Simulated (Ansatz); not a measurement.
The starting structures come from a database of crystals and need not be the phases stable at ambient conditions.

Inside the gap of an insulator the Bloch states are evanescent, with a wavenumber k + iκ along the transport direction.

Consider the following.

```
Cs2As3
1.0
    7.18078     0.00000     0.00000
   -0.61424     7.15446     0.00000
    3.28327     3.57723     7.88732
Cs As
4 6
Direct
  0.25000   0.75000   0.50000
  0.75000   0.25000   0.50000
  0.27215   0.72785   0.00000
  0.72785   0.27215   0.00000
  0.86326   0.86326   0.84822
  0.13674   0.13674   0.15178
  0.28852   0.28852   0.84822
  0.71148   0.71148   0.15178
  0.15233   0.15233   0.69534
  0.84767   0.84767   0.30466
```

Space group of this cell: Fmmm. The cell is taken as given.

Transport runs along the normal of the first two printed cell vectors.

The gap is the functional's own. No spin-orbit coupling. Mid-gap values are interpolated on the energy grid.

Task: Compute, with r2SCAN run with Ansatz (a quantum-chemistry and plane-wave program), the band gap and the smallest decay constant κ at mid-gap.

Result: Gap 0.72 eV on a 6×6×6 mesh; κ = 0.154 1/Å, at (0.500, 0.500) of the in-plane reciprocal vectors. At the zone centre, at the nearest computed energy, the slowest state has κ = 0.28 1/Å.
